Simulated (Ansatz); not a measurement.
For CsCl-type AgZn, PBEsol (PAW; Ansatz, a quantum-chemistry and plane-wave program) gives:

```
Item                        Result
------------------  --------------
lattice constant a         3.118 Å
formation enthalpy  -0.066 eV/atom
```

Task: What does r²SCAN (Ansatz, PAW) give for the same quantities?

Result: 
- lattice constant a: 3.141 Å (grows by 0.7 %)
- formation enthalpy: -0.032 eV/atom (moves by +0.034 eV/atom)

For comparison: lattice constant a 3.156 Å (measured, temperature not stated, copied from a table, unchecked, not corrected to a static lattice; as tabulated in Crystal Structures 1, 85 (1963)).

Changes are worked out from the printed values.

Unless a cell is named, each level is at its own relaxed cell (PBEsol 15.15, r²SCAN 15.50 Å³/atom).

Ansatz's density-functional and Hartree–Fock values are scalar-relativistic unless marked +SOC, with PAW data made under PBE.
